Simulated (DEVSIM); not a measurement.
System: isotype n-n heterojunction Al0.15Ga0.85As/GaAs, at 300 K.

```
layer (left to right)        material  thickness (μm)  Nd (cm⁻³)  τn (s)  τp (s)
---------------------  --------------  --------------  ---------  ------  ------
1                      Al0.15Ga0.85As           0.700       2e16  2.4e-9  2.4e-9
2                                GaAs           0.620     1.2e16  2.4e-9  2.4e-9
```

Left contact: ohmic. Right contact: ohmic. Voltage is applied to the left contact. Recombination: SRH at mid-gap, radiative, Auger. Mobility is μmin + (μ − μmin)/(1 + (N/Nref)^α).

This is a model device: material constants are rounded textbook-type values typed into the input, and sizes, dopings and lifetimes were drawn at random. Values at 300 K.

```
parameter      Al0.15Ga0.85As    GaAs
-------------  --------------  ------
gap (eV)                1.611   1.424
affinity (eV)          3.9515    4.07
permittivity            12.47    12.9
Nc (cm⁻³)              5.6e17  4.7e17
Nv (cm⁻³)                9e18    9e18
μn (cm²/Vs)              5695    8500
μp (cm²/Vs)               282     400
μn,min                    500     500
μp,min                     20      20
Nref,n                   6e16    6e16
Nref,p                 1.5e17  1.5e17
αn                       0.39    0.39
αp                       0.38    0.38
B (cm³/s)               2e-10   2e-10
Cn (cm⁶/s)              1e-30   1e-30
Cp (cm⁶/s)              1e-30   1e-30
```

Simulated with DEVSIM: 1D drift-diffusion, Boltzmann statistics, complete ionisation; no tunnelling, impact ionisation, image-force lowering or self-heating. Band offsets follow the typed affinities; no thermionic-emission limit at abrupt steps, no polarisation charge.

Q: Give the dark forward current.

A: 
(V (V), J (A/cm²)): (0.05, 3500); (0.10, 6900); (0.15, 10000); (0.20, 13000); (0.25, 17000); (0.30, 20000); (0.35, 23000); (0.45, 30000); (0.50, 33000); (0.55, 36000); (0.60, 40000); (0.65, 43000); (0.70, 46000); (0.75, 50000); (0.80, 53000); (0.85, 56000); (0.90, 60000); (0.95, 63000); (1.00, 67000); (1.05, 70000); (1.10, 74000); (1.20, 81000); (1.25, 84000); (1.30, 88000); (1.35, 91000); (1.40, 95000); (1.45, 98000); (1.50, 100000)
